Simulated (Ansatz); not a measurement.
**A computed series for GaAs: pressure series**

Consider GaAs in the zinc blende structure (space group F-43m, No. 216; a = 5.666 Å).

Cell and atoms are relaxed at each pressure.

All numbers come from r2SCAN in Ansatz (plane waves to 500 eV, PAW, without spin-orbit coupling), earlier PAW set.

```json
[
 {"change": "base", "gap character": "direct at Γ", "band gap": "0.97 eV", "volume per atom": "22.73 Å³", "electron mass": "0.051 mₑ (at Γ)"},
 {"change": "pressure −2 GPa", "gap character": "direct at Γ", "band gap": "0.73 eV", "volume per atom": "23.41 Å³", "electron mass": "0.040 mₑ (at Γ)"},
 {"change": "pressure −1 GPa", "gap character": "direct at Γ", "band gap": "0.86 eV", "volume per atom": "23.06 Å³", "electron mass": "0.046 mₑ (at Γ)"},
 {"change": "pressure 0.9 GPa", "gap character": "direct at Γ", "band gap": "___", "volume per atom": "22.46 Å³", "electron mass": "0.056 mₑ (at Γ)"},
 {"change": "pressure 2.1 GPa", "gap character": "direct at Γ", "band gap": "1.19 eV", "volume per atom": "22.12 Å³", "electron mass": "0.061 mₑ (at Γ)"},
 {"change": "pressure 4.5 GPa", "gap character": "direct at Γ", "band gap": "1.42 eV", "volume per atom": "21.52 Å³", "electron mass": "0.071 mₑ (at Γ)"},
 {"change": "pressure 9 GPa", "gap character": "indirect, Γ → Γ–X (87 % along)", "band gap": "___", "volume per atom": "20.59 Å³", "electron mass": "1.3 mₑ along k, 0.21 mₑ across (off the special points)"},
 {"change": "pressure 15 GPa", "gap character": "indirect, Γ → Γ–X (87 % along)", "band gap": "1.46 eV", "volume per atom": "19.61 Å³", "electron mass": "1.3 mₑ along k, 0.21 mₑ across (off the special points)"},
 {"change": "pressure 22.5 GPa", "gap character": "indirect, Γ → X", "band gap": "1.34 eV", "volume per atom": "18.64 Å³", "electron mass": "–"},
 {"change": "pressure 30 GPa", "gap character": "indirect, Γ → X", "band gap": "1.23 eV", "volume per atom": "17.86 Å³", "electron mass": "–"}
]
```

**Question.** Complete the table.

**Answer.** 
- pressure 0.9 GPa, band gap: 1.07 eV
- pressure 9 GPa, band gap: 1.56 eV

Load acts through the strain it causes; cell and atoms are relaxed under it. Masses are band curvatures over ±0.01 Å⁻¹ around the edge. Along k means along the line from Γ to the band edge. No phonon test of stability was made. Measured, GaAs leaves this structure (for a Cmcm phase) near 15 GPa (room temperature; as listed in arXiv:1906.07825).

Ansatz is a program for electronic structure.
